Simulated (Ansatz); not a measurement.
## A computed series for MgTe: response to strain

Start from MgTe in the wurtzite structure (space group P6_3mc, No. 186; a = 4.5614 Å, c = 7.4119 Å). Axes: x lies along a and z along c of the hexagonal cell.

Strains are applied to the cell and any free atomic positions relax.

Method: Ansatz (an electronic-structure program), PBEsol, PAW, cutoff 420 eV, no spin-orbit coupling.

Notes on the quantities. energy relative to the base: free energy F.

```json
[
 {"variant": "base", "band gap": "2.39 eV", "hole mass": "–", "volume per atom": "33.39 Å³", "energy relative to the base": "0 meV/atom"},
 {"variant": "uniaxial strain ε_zz = −3.00 %", "band gap": "2.40 eV", "hole mass": "0.15 mₑ along z, 1.7 mₑ across (at Γ)", "volume per atom": "32.39 Å³", "energy relative to the base": "+5.2 meV/atom"},
 {"variant": "uniaxial strain ε_zz = −2.40 %", "band gap": "2.40 eV", "hole mass": "0.15 mₑ along z, 1.8 mₑ across (at Γ)", "volume per atom": "32.59 Å³", "energy relative to the base": "+3.3 meV/atom"},
 {"variant": "uniaxial strain ε_zz = −1.80 %", "band gap": "2.40 eV", "hole mass": "0.15 mₑ along z, 1.9 mₑ across (at Γ)", "volume per atom": "32.79 Å³", "energy relative to the base": "+1.9 meV/atom"},
 {"variant": "uniaxial strain ε_zz = −1.20 %", "band gap": "2.39 eV", "hole mass": "0.15 mₑ along z, 2.1 mₑ across (at Γ)", "volume per atom": "32.99 Å³", "energy relative to the base": "+0.8 meV/atom"},
 {"variant": "uniaxial strain ε_zz = −0.60 %", "band gap": "2.39 eV", "hole mass": "0.15 mₑ along z, 2.5 mₑ across (at Γ)", "volume per atom": "33.19 Å³", "energy relative to the base": "+0.2 meV/atom"}
]
```

With Te present, leaving out spin-orbit coupling can change the band edges. Effective masses come from finite differences of ±0.01 Å⁻¹. Stability against distortions was not tested.
